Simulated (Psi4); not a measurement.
Psi4 1.11, BP86/def2-svpd: W(S)2(OH)(Me) ([CH3][W]([OH])(=[S])=[S]), 9 atoms. The geometry is a generated start, not checked to be a minimum at this level.

task: energy
method: bp86
basis: def2-svpd
memory: 3 GB
maxiter: 100
keys of the molecule block: symmetry c1
scf_type: df (default)
guess: auto, which took SAD (default)
scf_initial_accelerator: adiis (default)
e_convergence: 1e-06 (default)
d_convergence: 1e-06 (default)
dft_radial_points: 75 (default)
dft_spherical_points: 302 (default)
effective core potentials: those of the basis set, past Kr
basis functions: 164
grid points: 194452

```xyz
9

W      0.7199     0.4742     0.0328
S      1.9823    -0.1339    -1.6390
S      1.8326    -0.0991     1.8186
O     -0.0867     2.1048    -0.0355
H     -0.4237     3.0070    -0.1093
C     -0.7908    -1.1109    -0.0062
H     -0.3618    -2.0861    -0.2911
H     -1.5912    -0.8960    -0.7391
H     -1.2806    -1.2599     0.9688
```

Charge 0 and multiplicity 1 are set for this test and not shown to be the ground state.

One run each on 2 threads. Values of diis_max_vecs tried: 3, 6, 10 (default), 20.

Predict the course of the SCF iterations along this series.

Fewest SCF iterations, within one of each other: 10 (default) with 13, 20 with 12. The count rises to 15 at 6. The run ends without SCF convergence in 100 iterations at 3.

```json
[
 {"diis_max_vecs": "3", "SCF iterations": "100", "end": "no convergence"},
 {"diis_max_vecs": "6", "SCF iterations": "15", "end": "same solution"},
 {"diis_max_vecs": "10 (default)", "SCF iterations": "13", "end": "same solution"},
 {"diis_max_vecs": "20", "SCF iterations": "12", "end": "same solution"}
]
```
